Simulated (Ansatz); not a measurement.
# monolayer ZrS2: band-edge transport data

Given:

```
ZrS2
1.0
    3.86978     0.00000     0.00000
   -1.93489     3.35133     0.00000
    0.00000     0.00000    18.94732
Zr S
1 2
Cartesian
  0.00000   0.00000   9.47366
  0.00000   2.23422  10.83107
  1.93489   1.11711   8.11625
```

All values below come from PBE with spin-orbit coupling, rigid bands (plane waves, PAW; Ansatz, a program for electronic structure). Condition of this run: biaxial strain +5 % with spin-orbit coupling. Cell: cell and atoms relaxed with PBE, then loaded as said.

```json
{
 "band_gap": "1.63 eV",
 "electron conductivity mass (300 K, dilute)": "0.79 mₑ",
 "hole conductivity mass (300 K, dilute)": "1.19 mₑ",
 "effective density of states N_c (300 K)": "4.3e13 cm⁻²",
 "effective density of states N_v (300 K)": "1.1e14 cm⁻²",
 "Seebeck coefficient, n-type 1.9e12 cm⁻², 300 K": "-451 μV/K",
 "Seebeck coefficient, p-type 1.9e12 cm⁻², 300 K": "500 μV/K"
}
```

Rigid bands; masses and Seebeck coefficients take one relaxation time τ for all states and one kind of carrier; polarons and phonon drag are left out.

Model free-standing layer, not matched to a measured one here: monolayer ZrS2.
